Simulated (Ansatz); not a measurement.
# Wurtzite HgS (model structure)

Level of theory: PBEsol in Ansatz (plane waves, PAW).

Settings: plane-wave cutoff 500 eV, 12×12×6 k mesh (along the axes of the cell as run), Fermi–Dirac smearing 0.05 eV, scalar-relativistic PAW data made under PBE.

Cell (relaxed at this level):

```yaml
crystal:
  lattice:
    - [2.07884, -3.60066, 0.00000]
    - [2.07884, 3.60066, 0.00000]
    - [0.00000, 0.00000, 6.77761]
  atoms:
    - { symbol: Hg, position: [0.33333, 0.66667, 0.00009] }
    - { symbol: Hg, position: [0.66667, 0.33333, 0.50009] }
    - { symbol: S, position: [0.33333, 0.66667, 0.37691] }
    - { symbol: S, position: [0.66667, 0.33333, 0.87691] }
```

```
Quantity         Result
--------  -------------
band gap  zero (no gap)
```

Note: the relaxation could raise the start's symmetry but not lower it, so the cell can be a saddle point.

Spin–orbit coupling is not included; it can shift volumes and moduli of such heavy elements.

The computed numbers hold no vibrational or temperature effects.

The result took very roughly 2.1 core-minutes.

A model structure was made by putting elements into a prototype or built by hand; it is no filed structure, need not be a known phase, and can be a saddle point held by its symmetry.

Ansatz is a program for electronic structure.
